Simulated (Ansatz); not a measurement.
Ansatz (a first-principles code) run on V3Si (Pm-3n, 8 atoms in the cell): self-consistent single point.

Level of theory: PBE, PAW files (plane waves; Ansatz).

The change in words: lattice scaled by 0.98. Reference geometry:
```yaml
crystal:
  lattice:
    - [4.61341, 0.00000, 0.00000]
    - [0.00000, 4.61341, 0.00000]
    - [0.00000, 0.00000, 4.61341]
  atoms:
    - { symbol: V, position: [0.25000, 0.00000, 0.50000], spin: 2.0 }
    - { symbol: V, position: [0.75000, 0.00000, 0.50000], spin: 2.0 }
    - { symbol: V, position: [0.50000, 0.75000, 0.00000], spin: 2.0 }
    - { symbol: V, position: [0.50000, 0.25000, 0.00000], spin: 2.0 }
    - { symbol: V, position: [0.00000, 0.50000, 0.75000], spin: 2.0 }
    - { symbol: V, position: [0.00000, 0.50000, 0.25000], spin: 2.0 }
    - { symbol: Si, position: [0.00000, 0.00000, 0.00000] }
    - { symbol: Si, position: [0.50000, 0.50000, 0.50000] }
```
(The spins are starting values, not results.)

Reference input (self-consistent single point, DFT, PBE, plane waves, PAW files): basis.ecutwfc = 420 eV; kpoints.mp_grid.grid = 5 5 5; hamiltonian.xc = pbe; hamiltonian.pseudopotentials = {kind: paw} (the program's default PAW files); magnetization.spin_polarized = true; scf.occupations.method = fermi_dirac; scf.occupations.width = 0.1 eV. This run's input differs from it in these lines:

Ansatz 0.2 input:
```diff
@@ -3,14 +3,14 @@
   lattice:
-    - [4.61340500, 0.00000000, 0.00000000]
-    - [0.00000000, 4.61340500, 0.00000000]
-    - [0.00000000, 0.00000000, 4.61340500]
+    - [4.52113700, 0.00000000, 0.00000000]
+    - [0.00000000, 4.52113700, 0.00000000]
+    - [0.00000000, 0.00000000, 4.52113700]
   atoms:
-    - { symbol: V, position_ang: [1.15335125, 0.00000000, 2.30670250], spin: 2.0 }
-    - { symbol: V, position_ang: [3.46005375, 0.00000000, 2.30670250], spin: 2.0 }
-    - { symbol: V, position_ang: [2.30670250, 3.46005375, 0.00000000], spin: 2.0 }
-    - { symbol: V, position_ang: [2.30670250, 1.15335125, 0.00000000], spin: 2.0 }
-    - { symbol: V, position_ang: [0.00000000, 2.30670250, 3.46005375], spin: 2.0 }
-    - { symbol: V, position_ang: [0.00000000, 2.30670250, 1.15335125], spin: 2.0 }
+    - { symbol: V, position_ang: [1.13028425, 0.00000000, 2.26056850], spin: 2.0 }
+    - { symbol: V, position_ang: [3.39085275, 0.00000000, 2.26056850], spin: 2.0 }
+    - { symbol: V, position_ang: [2.26056850, 3.39085275, 0.00000000], spin: 2.0 }
+    - { symbol: V, position_ang: [2.26056850, 1.13028425, 0.00000000], spin: 2.0 }
+    - { symbol: V, position_ang: [0.00000000, 2.26056850, 3.39085275], spin: 2.0 }
+    - { symbol: V, position_ang: [0.00000000, 2.26056850, 1.13028425], spin: 2.0 }
     - { symbol: Si, position_ang: [0.00000000, 0.00000000, 0.00000000] }
-    - { symbol: Si, position_ang: [2.30670250, 2.30670250, 2.30670250] }
+    - { symbol: Si, position_ang: [2.26056850, 2.26056850, 2.26056850] }
 basis:
```

The program printed (abridged):

```
SCF iter   1: F=—  HF=-18750.114869 eV  |F-HF|=—  |Δ(HF+E_count)|=         —  Δρ=1.49e-1 (↑1.49e-1 ↓9.29e-2)  dr2=4.78e0  dr2_m=1.18e1  M=1.381 μB ∫|m|=1.855 μB  β_m=0.30  ethr=3.10e-3  ⟨swp⟩=5.9  Hψ=4037  notcnv=0
Mixer restart at iter 1: flushing history
all-band conjugate gradients solve this SCF's bands
preconditioner: auto → Kerker (q_TF=auto, 2.696 Å⁻¹)
spin=Collinear: Kerker preconditioning applied to the charge; magnetization (m = ρ↑ − ρ↓) channel mixes plain (no charge-response kernel on spin).
   [... lines left out ...]
SCF iter  10: F=—  HF=-18749.064972 eV  |F-HF|=—  |Δ(HF+E_count)|=   3.21e-8  Δρ=6.68e-7 (↑6.68e-7 ↓5.29e-7)  dr2=4.73e-10  dr2_m=1.85e-10  M=0.000 μB ∫|m|=0.000 μB  β_m=1.00  ethr=7.25e-12  ⟨swp⟩=2.3  Hψ=2096  notcnv=0  defer=32
SCF iter  11: F=-18749.064972 eV  HF=-18749.064972 eV  |F-HF|=6.55e-11  |Δ(HF+E_count)|=  1.24e-10  Δρ=1.69e-7 (↑1.69e-7 ↓1.69e-7)  dr2=8.81e-11  dr2_m=1.50e-12  M=0.000 μB ∫|m|=0.000 μB  ethr=1.00e-12  ⟨swp⟩=6.2  Hψ=3386  notcnv=0
SCF 1 converged in 11 iterations: F = -18749.064972 eV  dr2 = 8.81e-11
WARN: the starting moments were not kept: the SCF closed with an absolute magnetisation of 1.0e-5 μB, where they sum to 12 μB in size (6 sites) …
Magnetization: 0.0000 μB (43.0000 up, 43.0000 down)
   [... lines left out ...]
Absolute magnetization: 0.0000 μB (∫|ρ↑−ρ↓|, with the PAW one-centre terms)
Free energy (F): -18749.064972 eV
Fermi energy:    18.052687 eV
   [... lines left out ...]
  atom   1  V     -0.00000000    -0.00000000     0.00000000
   [... zero for the other atoms too ...]
--- Stress (GPa, compression-positive) ---
       28.896108       0.000000       0.000000
        0.000000      28.896108       0.000000
        0.000000       0.000000      28.896108
  P = ⅓ Tr σ = 28.8961 GPa (288.961 kbar)
  The stress holds the Pulay correction. Without it, at fixed plane waves, as pw.x and ABINIT print it: P = 28.6460 GPa
```

The run converged in 11 iterations. Against the reference run the free energy rises by 91.5 meV/atom and the pressure goes from 12.51 to 28.90 GPa.

The starting cell comes from a database of computed structures (which also holds hypothetical and non-ambient phases and stackings), without a prior relaxation at this level. Its lattice was rescaled by a random factor within 2.5 % of one. For this run, on top of that: lattice scaled by 0.98. The starting moments vanished: the run ended non-magnetic, which need not be the lowest state. The program warned that a starting moment was not kept. With a pressure of about 29 GPa the cell is away from its equilibrium volume at this level. Ansatz's pressure includes its estimate of the finite-basis (Pulay) stress.
